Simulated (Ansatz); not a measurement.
# Rb under a change: Rb → Li

Consider Rb in the bcc (W type) structure (space group Im-3m, No. 229; a = 5.5750 Å).

Modification: every Rb is replaced by Li; the structure is relaxed again.

Computed with PBEsol in Ansatz (plane waves to 420 eV, PAW, no SOC), earlier PAW set. k-mesh 19×19×19 (Γ-centred); smearing 0.05 eV (Fermi–Dirac), for the changed cell.

The density decreases by 1.07 g/cm³ to 0.57 g/cm³ and the lattice parameter a decreases by 2.141 Å (5.575 Å → 3.434 Å). The space group remains Im-3m (No. 229) and the band gap stays zero.

Cost of the whole job for the changed cell (relaxation, final SCF and bands): about 17 core-seconds (a rough figure).

Whether these cells are dynamically stable was not tested. All final runs are without spin polarisation.

Ansatz is a quantum-chemistry and plane-wave program.
